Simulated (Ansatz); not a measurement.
## CsCl-type CuZn

Method: r²SCAN (PAW; Ansatz, a quantum-chemistry and plane-wave program).

Run with plane-wave cutoff 600 eV, 16×16×16 k mesh, Fermi–Dirac smearing 0.1 eV, finite displacements, force constants from a 4×4×4 q mesh, no spin polarisation, scalar-relativistic PAW data made under PBE.

Cell: relaxed at this level.

```yaml
zone-centre TO phonon frequency: 208 cm⁻¹
zero_point_energy: 0.028 eV/atom
```
